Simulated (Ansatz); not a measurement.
**Hf, response to strain**

Base system: Hf in the hcp (Mg type) structure (space group P6_3/mmc, No. 194; a = 3.1983 Å, c = 5.0488 Å; relaxed with 0.1 eV smearing). Axes: x lies along a and z along c of the hexagonal cell.

Strains are applied to the cell and any free atomic positions relax; under biaxial strain the out-of-plane vector relaxes too.

Computed with Ansatz (an electronic-structure program), r2SCAN, PAW, cutoff 500 eV, no spin-orbit coupling.

Notes on the quantities. pressure: mean of the normal stresses, compression positive.

| variant | pressure | volume per atom | space group |
|---|---|---|---|
| base | 0.0 GPa | 22.36 Å³ | P6_3/mmc (No. 194) |
| biaxial strain −4.54 %, plane normal [001], relaxed out of plane | 7.5 GPa | 21.02 Å³ | P6_3/mmc (No. 194) |
| biaxial strain −0.65 %, plane normal [001], relaxed out of plane | 1.0 GPa | 22.17 Å³ | P6_3/mmc (No. 194) |
| biaxial strain −0.48 %, plane normal [001], relaxed out of plane | 0.7 GPa | 22.22 Å³ | P6_3/mmc (No. 194) |
| biaxial strain +0.70 %, plane normal [001], relaxed out of plane | -1.0 GPa | 22.58 Å³ | P6_3/mmc (No. 194) |
| biaxial strain +3.34 %, plane normal [001], relaxed out of plane | -4.4 GPa | 23.38 Å³ | P6_3/mmc (No. 194) |
| isotropic strain −0.90 % | … | 21.76 Å³ | P6_3/mmc (No. 194) |
| isotropic strain +2.29 % | -6.7 GPa | 23.93 Å³ | P6_3/mmc (No. 194) |
| uniaxial strain ε_xx = −1.40 % | 1.6 GPa | 22.05 Å³ | Cmcm (No. 63) |
| uniaxial strain ε_zz = +2.00 % | -2.1 GPa | 22.81 Å³ | P6_3/mmc (No. 194) |

What belongs in the blanks?


- isotropic strain −0.90 %, pressure: 3.1 GPa

Stability against distortions was not tested. The final runs are not spin-polarised.
